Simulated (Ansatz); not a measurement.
The starting structures come from a database of crystals and need not be the phases stable at ambient conditions.

Tunnelling through a barrier is set by its complex band structure: the current falls as exp(−2κd) with the smallest κ.

Given:

```yaml
crystal:
  lattice:
    - [6.06568, 0.00000, 0.00000]
    - [0.00000, 6.06568, 0.00000]
    - [0.00000, 0.00000, 9.97655]
  atoms:
    - { symbol: Ba, position: [0.50000, 0.50000, 0.00000] }
    - { symbol: Ba, position: [0.00000, 0.00000, 0.00000] }
    - { symbol: Pb, position: [0.50000, 0.00000, 0.69045] }
    - { symbol: Pb, position: [0.00000, 0.50000, 0.30955] }
    - { symbol: Pb, position: [0.00000, 0.50000, 0.73341] }
    - { symbol: Pb, position: [0.50000, 0.00000, 0.26659] }
    - { symbol: I, position: [0.50000, 0.50000, 0.50000] }
    - { symbol: I, position: [0.00000, 0.00000, 0.50000] }
    - { symbol: F, position: [0.50000, 0.00000, 0.03484] }
    - { symbol: F, position: [0.00000, 0.50000, 0.96516] }
    - { symbol: F, position: [0.23570, 0.73570, 0.18024] }
    - { symbol: F, position: [0.76430, 0.73570, 0.18024] }
    - { symbol: F, position: [0.76430, 0.26430, 0.18024] }
    - { symbol: F, position: [0.23570, 0.26430, 0.18024] }
    - { symbol: F, position: [0.73570, 0.76430, 0.81976] }
    - { symbol: F, position: [0.26430, 0.76430, 0.81976] }
    - { symbol: F, position: [0.26430, 0.23570, 0.81976] }
    - { symbol: F, position: [0.73570, 0.23570, 0.81976] }
```

Space group of this cell: P4/nmm. The cell was relaxed by PBE-D3(BJ); by r2SCAN its mean pressure is -0.8 GPa.

Transport runs along the normal of the first two printed cell vectors, the (001) plane of the conventional cell.

The gap is the functional's own, uncorrected, and κ follows it; spin-orbit coupling is left out. Mid-gap values are interpolated between the computed energies.

**Question.** Estimate the band gap and the smallest decay constant κ at mid-gap that Ansatz (a quantum-chemistry and plane-wave program) with r2SCAN returns for this system.

**Answer.** Gap 3.45 eV on a 6×6×4 mesh; κ = 0.335 1/Å, at the zone centre.
